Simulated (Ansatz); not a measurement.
Consider HfN in the rock salt structure (space group Fm-3m, No. 225; a = 4.526 Å; relaxed with 0.1 eV smearing). Axes: x, y, z lie along the cube axes.

Method: r2SCAN, PAW, 500 eV (Ansatz, a program for electronic structure; no SOC).

Base values:

The shortest interatomic distance comes out as 226.3 pm.

Modification: tensor shear ε_xy = +0.86 % (engineering shear γ = 0.0172), atoms relaxed at fixed cell.

What happens to the energy relative to the base, stress and shortest interatomic distance?

The energy increases by 1.4 meV/atom; the stress (xx, yy, zz, yz, xz, xy; compression positive) comes out as (0.0, 0.0, 0.0, 0.0, 0.0, -2.2) GPa; the shortest interatomic distance remains 226.3 pm.

The cells carry an imposed strain or load. No phonon test of stability was made. The final runs are not spin-polarised. An odd electron count without spin: HfN.
